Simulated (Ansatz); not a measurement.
Cu2O, carrier doping

Consider Cu$_{2}$O (space group Pn-3m, No. 224; a = 4.2444 Å).

Carriers are added at fixed cell with a uniform background; the Fermi–Dirac width is that of 300 K.

Calculations: Kohn–Sham DFT with the r2SCAN functional, run in Ansatz (a first-principles code) with PAW and 500 eV plane waves, spin-orbit coupling left out, earlier PAW set.

Notes on the quantities. Fermi level from band edge: Fermi level relative to the doped band's edge (positive inside the band; to 0.05 eV).

```json
[
 {"hole density (10^21 cm⁻³)": "2", "Fermi level from band edge (eV)": "0.15"},
 {"hole density (10^21 cm⁻³)": "3", "Fermi level from band edge (eV)": "?"},
 {"hole density (10^21 cm⁻³)": "5", "Fermi level from band edge (eV)": "0.25"},
 {"hole density (10^21 cm⁻³)": "20", "Fermi level from band edge (eV)": "0.45"}
]
```

Fit E_F = C n^s, fitted as a line in log–log form (a parabolic band gives s = 2/3) to the rows shown and predict the withheld row.

Least squares on the printed values gives C = 0.11 eV, s = 0.47 (largest residual 0.01 eV); this predicts 0.19 eV, and the run gives 0.20 eV, in agreement.

Carriers are added with a uniform compensating background; total energy and stress of such cells depend on the potential's zero and are not compared; many-body gap narrowing is missing at this level. Whether these cells are dynamically stable was not tested. No Hubbard U is applied. The final runs are not spin-polarised.
